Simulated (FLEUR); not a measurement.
A short convergence ladder for Te (C2, 3 atoms in the cell)

```yaml
crystal:
  lattice:
    - [2.21885, -3.84316, 0.00000]
    - [2.21885, 3.84316, 0.00000]
    - [0.00000, 0.00000, 5.90035]
  atoms:
    - { symbol: Te, position: [0.00000, 0.26300, 0.66667] }
    - { symbol: Te, position: [0.74827, 0.74827, 0.00000] }
    - { symbol: Te, position: [0.26300, 0.00000, 0.33333] }
```

Base method: LDA (Perdew-Zunger), all-electron FLAPW (FLEUR), scalar-relativistic valence.

Base settings: Kmax = 4.1 1/bohr; GmaxXC = 16.4 1/bohr; xcFunctional = pz; jspins = 1; l_soc = F; mode = hist; fermiSmearingEnergy = 0.00073499 Htr; mesh (inpgen div1-3) = 3 3 2; inpgen gamma flag = true; Gmax = 16.4 1/bohr.

**The k-point mesh**

Only quantities that move along the ladder and can be compared are tabulated.

| kpt_div | free energy less the last step's (meV/atom) | largest difference of a force vector from the last step's (eV/Å) | gap on the mesh (eV) |
|---|---|---|---|
| 2 2 1 | 27.33 | 1.597 | 1.629 |
| 2 2 2 | 205.19 | 0.715 | 0.742 |
| 3 3 2 | 54.34 | 0.276 | 0.112 |
| 4 4 3 | 11.66 | 0.011 | 0.907 |
| 6 6 4 | 1.84 | 0.014 | 0.122 |
| 8 8 5 | 0.00 | 0.000 | 0.748 |

Coarsest kpt_div that holds the free energy within 5 meV/atom of the last step, with all finer ones: 6 6 4; the step before is off by 12 meV/atom.

Coarsest kpt_div that holds the forces within 0.02 eV/Å: not settled: the last two steps still differ by 0.014 eV/Å, over half the tolerance, so the ladder does not show it.

The gap on the mesh jumps up and down from mesh to mesh; it is no smooth measure of convergence.

On the base run: the starting cell has typed, rounded lattice constants, without a prior relaxation at this level. Its lattice was rescaled by up to half a per cent. One atom was moved a little off its site on purpose. Spin-orbit coupling is off. Values depend on the basis (sphere radii, cutoffs, local orbitals), which need not be converged.
